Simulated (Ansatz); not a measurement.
Ansatz (a program for electronic structure) run on NbIr (P4/mmm, 2 atoms in the cell): self-consistent single point.

Method of the run: LDA (PW92), PAW files made with PBE (plane waves; Ansatz).

The change in words: lattice scaled by 0.98. Reference geometry:
```
NbIr
1.0
    2.87823     0.00000     0.00000
    0.00000     2.87823     0.00000
    0.00000     0.00000     3.87415
Nb Ir
1 1
Direct
  0.50000   0.50000   0.50000
  0.00000   0.00000   0.00000
```

Reference input (self-consistent single point, DFT, LDA (PW92), plane waves, PAW files made with PBE): kpoints.mp_grid.grid = 9 9 7; hamiltonian.xc = lda; hamiltonian.pseudopotentials = {kind: paw} (the program's default PAW files); scf.occupations.method = fermi_dirac; scf.occupations.width = 0.0073 Ry. This run's input differs from it in these lines:

```diff
@@ -3,5 +3,5 @@
   lattice:
-    - [2.878230, 0.000000, 0.000000]
-    - [0.000000, 2.878230, 0.000000]
-    - [0.000000, 0.000000, 3.874150]
+    - [2.820665, 0.000000, 0.000000]
+    - [0.000000, 2.820665, 0.000000]
+    - [0.000000, 0.000000, 3.796667]
   atoms:
```

Log, with long lists cut:

```
SCF iter   1: F=—  HF=-16108.926272 eV  |F-HF|=—  |Δ(HF+E_count)|=         —  Δρ=8.40e-2  dr2=2.05e0  ethr=3.10e-3  ⟨swp⟩=4.2  Hψ=4582  notcnv=0
all-band conjugate gradients solve this SCF's bands
preconditioner: auto → none
SCF iter   2: F=—  HF=-16108.471705 eV  |F-HF|=—  |Δ(HF+E_count)|=   4.55e-1  Δρ=4.79e-2  dr2=6.81e-1  ethr=3.10e-3  ⟨swp⟩=2.5  Hψ=2041  notcnv=0
SCF iter   3: F=—  HF=-16108.270438 eV  |F-HF|=—  |Δ(HF+E_count)|=   2.01e-1  Δρ=2.88e-3  dr2=2.25e-3  ethr=2.27e-3  ⟨swp⟩=2.0  Hψ=1760  notcnv=0
SCF iter   4: F=—  HF=-16108.270655 eV  |F-HF|=—  |Δ(HF+E_count)|=   2.18e-4  Δρ=9.79e-4  dr2=3.92e-4  ethr=7.48e-6  ⟨swp⟩=2.3  Hψ=2303  notcnv=0
SCF iter   5: F=—  HF=-16108.270543 eV  |F-HF|=—  |Δ(HF+E_count)|=   1.12e-4  Δρ=1.30e-4  dr2=2.78e-6  ethr=1.31e-6  ⟨swp⟩=2.2  Hψ=1729  notcnv=0
SCF iter   6: F=—  HF=-16108.270546 eV  |F-HF|=—  |Δ(HF+E_count)|=   3.03e-6  Δρ=2.53e-5  dr2=6.12e-8  ethr=3.33e-10  ⟨swp⟩=6.1  Hψ=5363  notcnv=0
SCF iter   7: F=-16108.270546 eV  HF=-16108.270546 eV  |F-HF|=2.66e-10  |Δ(HF+E_count)|=   1.23e-8  Δρ=3.61e-6  dr2=1.41e-9  ethr=2.04e-10  ⟨swp⟩=2.2  Hψ=3966  notcnv=0
SCF 1 converged in 7 iterations: F = -16108.270546 eV  dr2 = 1.41e-9
Free energy (F): -16108.270546 eV
Internal energy: -16108.215060 eV  (E = F + TS)
E sigma→0 (E₀):  -16108.242803 eV
Entropy (-TS):   -0.055487 eV (-27.743 meV/atom)
Fermi energy:    22.499892 eV
--- Forces (eV/Å), atoms counted from 1 ---
  atom   1  Nb     0.00000000    -0.00000000     0.00000000
  atom   2  Ir    -0.00000000     0.00000000     0.00000000
--- Stress (GPa, compression-positive) ---
        2.220084       0.000000       0.000000
        0.000000       2.220084       0.000000
        0.000000       0.000000       6.968332
  P = ⅓ Tr σ = 3.8028 GPa (38.028 kbar)
  The stress holds the Pulay correction. Without it, at fixed plane waves, as pw.x and ABINIT print it: P = 3.7742 GPa
```

The run converged in 7 iterations. Against the reference run the free energy drops by 28.8 meV/atom and the pressure goes from -12.65 to 3.80 GPa.

The starting cell comes from a database of computed structures (which also holds hypothetical and non-ambient phases and stackings), without a prior relaxation at this level. For this run, on top of that: lattice scaled by 0.98. Spin polarisation is off. With a pressure of about 4 GPa the cell is away from its equilibrium volume at this level. Ansatz's pressure includes its estimate of the finite-basis (Pulay) stress.

Keys are those of Ansatz 0.2.
